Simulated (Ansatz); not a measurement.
The reference is Sb (space group R-3m, No. 166; layered; relaxed with 0.1 eV smearing).

```
CELL_PARAMETERS angstrom
      2.16313     1.24888     3.77967
     -2.16313     1.24888     3.77967
      0.00000    -2.49776     3.77967
ATOMIC_POSITIONS crystal
  Sb 0.23339 0.23339 0.23339
  Sb 0.76661 0.76661 0.76661
```

Cartesian axes are those of the cell as printed.

Calculations: r2SCAN+rVV10 in Ansatz (plane waves to 500 eV, PAW, spin-orbit coupling left out).

Strains are applied to the cell and any free atomic positions relax; under biaxial strain the out-of-plane vector relaxes too.

One change was made to it. Results:

```tsv
quantity	base	after
energy relative to the base (free energy F)	0 meV/atom	+0.4 meV/atom
shortest interatomic distance	2.920 Å	2.926 Å
```

Question: Which change produced these results?
(A) strain tensor (xx, yy, zz, yz, xz, xy) = (−1.25, +2.25, −2.25, +1.52, +0.15, +0.47) %
(B) biaxial strain +0.44 %, plane normal [001], relaxed out of plane
(C) isotropic strain +2.43 %

Answer: B, biaxial strain +0.44 %, plane normal [001], relaxed out of plane. For comparison, the energy relative to the base in the other runs: strain tensor (xx, yy, zz, yz, xz, xy) = (−1.25, +2.25, −2.25, +1.52, +0.15, +0.47) % gives +13 meV/atom; isotropic strain +2.43 % gives +20 meV/atom.

Whether these cells are dynamically stable was not tested.

Ansatz is a quantum-chemistry and plane-wave program.
